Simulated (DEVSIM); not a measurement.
System: abrupt GaSb n-p junction, at 300 K.

Layer 1 from the left is GaSb, thickness (μm) 0.690, Nd (cm⁻³) 2.2e16, τn (s) 5.6e-8, τp (s) 5.6e-8. Layer 2 from the left is GaSb, thickness (μm) 140, Na (cm⁻³) 5.4e17, τn (s) 5.6e-8, τp (s) 5.6e-8.

Left contact: ohmic. Right contact: ohmic. Voltage is applied to the left contact. Recombination: SRH at mid-gap, Auger. Mobility is constant in doping.

The device is made up for the run: typed textbook-type constants, with dimensions and the other settings drawn at random. Values at 300 K.

GaSb: gap (eV) 0.726, affinity (eV) 4.06, permittivity 15.7, Nc (cm⁻³) 2.1e17, Nv (cm⁻³) 1.8e19, μn (cm²/Vs) 5000, μp (cm²/Vs) 850, Cn (cm⁶/s) 5e-30, Cp (cm⁶/s) 5e-30.

Simulated with DEVSIM: 1D drift-diffusion, Boltzmann statistics, complete ionisation; no tunnelling, impact ionisation, image-force lowering or self-heating.

**Question.** What does the simulation give for the dark forward voltage at 1 A/cm², the potential step across the device at zero bias, the dark forward voltage at 100 A/cm², the largest field in the device at zero bias?

**Answer.** dark forward voltage at 1 A/cm² 0.308 V; potential step across the device at zero bias 0.577 V; dark forward voltage at 100 A/cm² 0.449 V; largest field in the device at zero bias 56000 V/cm.
